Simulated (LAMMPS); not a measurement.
LAMMPS 22 Jul 2025, classical MD, Born-Mayer-Huggins in the Tosi-Fumi form: NaCl, 110592 atoms.

```
Quantity                                                                                          Result
-----------------------------------------------  -------------------------------------------------------
task                                                                                             MD, nve
potential                                                       Born-Mayer-Huggins in the Tosi-Fumi form
copies of the repeat unit                                                                       24×24×24
shape (slab and sphere leave vacuum in the box)                                                     bulk
temperature                                                                                        900 K
steps                                                                                                200
timestep                                                                                            2 fs
neighbor skin                                                                                        2 Å
neigh_modify                                                                   every 1 delay 0 check yes
thermo                                                                                               100
kspace_style                                                                                        pppm
kspace_accuracy                                                                                   0.0001
pair cutoff                                                                                         10 Å
newton                                                                                      on (default)
atom_modify sort (bins of 2 Å where set)                                                  1000 (default)
comm_style                                                                               brick (default)
kspace_modify                                                                  order 5 diff ik (default)
box                                                                              135.4 × 135.4 × 135.4 Å
start                                              generated rock salt lattice, warmed in an untimed run
compared values                                  energy and forces of the first step, drift over the run
```

It runs on a single node (Arm Neoverse V2, 96 cores on 1 socket, no SMT, 1 L3 cache group).

Each time is the median wall time of two to five repeats, run one at a time on the otherwise empty machine; start-up is included. Unless noted, each process is bound to its own block of adjacent cores. Build: PyPI wheel: MPICH, OPENMP and OPT packages. Other compilers and libraries give other times. Scratch files lie in a memory file system. A preparatory run goes ahead and isn't timed.

Started as
```bash
# ahead of the timed run: OMP_NUM_THREADS=1 mpirun -np 48 lmp -in in.warm -log none -nocite
OMP_NUM_THREADS=1 mpirun -np 32 lmp -in in.lmp -log log.lammps -nocite
```
(32 ranks, suffix = none (plain styles) (default)) it takes 2.8 s and 10 neighbour list builds.

**Question.** Predict the time once the run is changed to 8 ranks × 4 threads, suffix = omp.

**Answer.** About 4.1 s (2 runs within 1 %): 1.5× as long. The largest move is in long-range solver (Kspace): 0.78 s to 1.8 s. As resolved by the program: grid of ranks 2 by 4 by 4 against 2 by 2 by 2. Change in the result: energy 0.0024 meV/atom, forces on 48 atoms 0.0017 meV/Å, drift of the total energy under 0.001 meV an atom.
